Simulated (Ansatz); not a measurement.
We consider CaTiN2 (model structure, started from the MgZrN2 type, I4₁/amd, No. 141, 8 atoms in the cell), described by LDA in Ansatz (PAW).

Run with plane-wave cutoff 520 eV, 16×16×16 k mesh, Fermi–Dirac smearing 0.05 eV, no spin polarisation, scalar-relativistic PAW data made under PBE.

Cell (relaxed at this level):

```
CELL_PARAMETERS angstrom
     -2.23418     2.23418     4.44142
      2.23418    -2.23418     4.44142
      2.23418     2.23418    -4.44142
ATOMIC_POSITIONS crystal
  Ca 0.50000 0.50000 0.00000
  Ca 0.25000 0.75000 0.50000
  Ti 0.75000 0.25000 0.50000
  Ti 0.00000 0.00000 0.00000
  N  0.52388 0.02388 0.50000
  N  0.77388 0.77388 0.00000
  N  0.22612 0.22612 0.00000
  N  0.97612 0.47612 0.50000
```

Question: Give the computed bulk modulus.

Answer: 
bulk modulus: 192 GPa

Note: the bulk modulus is −V dP/dV from two relaxed cells at ±2 % in volume; the relaxation could raise the start's symmetry but not lower it, so the cell can be a saddle point.

The computed numbers hold no vibrational or temperature effects.

Cost on a shared machine: about 11 core-minutes (a rough figure).

A model structure was made by putting elements into a prototype or built by hand; it is no filed structure, need not be a known phase, and can be a saddle point held by its symmetry.

Ansatz is a quantum-chemistry and plane-wave program.
